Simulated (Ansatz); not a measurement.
The starting structures come from a database of crystals and need not be the phases stable at ambient conditions.

Inside the gap of an insulator the Bloch states are evanescent, with a wavenumber k + iκ along the transport direction.

```xyz
16
Lattice="5.8286 0.0000 0.0000 -2.9143 7.4823 0.0000 2.9143 0.0000 13.0381" Properties=species:S:1:pos:R:3 pbc="T T T"
Cs     4.3715     3.7411     1.8835
Cs     4.3715     3.7411    11.1546
Cs     2.9143     0.0000     4.6356
Cs     5.8286     0.0000     8.4025
Nb     2.9143     0.0000     0.0000
Nb     4.3715     3.7411     6.5190
Cu     1.4572     3.7411     6.5190
Cu     0.0000     0.0000     0.0000
Se     1.4312     6.0845     1.3904
Se     1.4831     1.3978     1.3904
Se     7.2598     1.3978    11.6477
Se     1.4831     6.0845    11.6477
Se     2.9403     5.1390     5.1287
Se     5.8026     2.3433     5.1287
Se     2.9403     2.3433     7.9094
Se    -0.0260     5.1390     7.9094
```

Space group of this cell: Fddd. The cell is taken as given; by PBEsol its mean pressure is -2.0 GPa.

Transport runs along the normal of the first two printed cell vectors.

The gap is the functional's own, uncorrected, and κ follows it; spin-orbit coupling is left out. Mid-gap values are interpolated between the computed energies.

Compute, with PBEsol (Ansatz, an electronic-structure program), the band gap and the smallest decay constant κ at mid-gap.

Gap 1.62 eV on a 6×6×6 mesh; κ = 0.345 1/Å, at the zone centre.
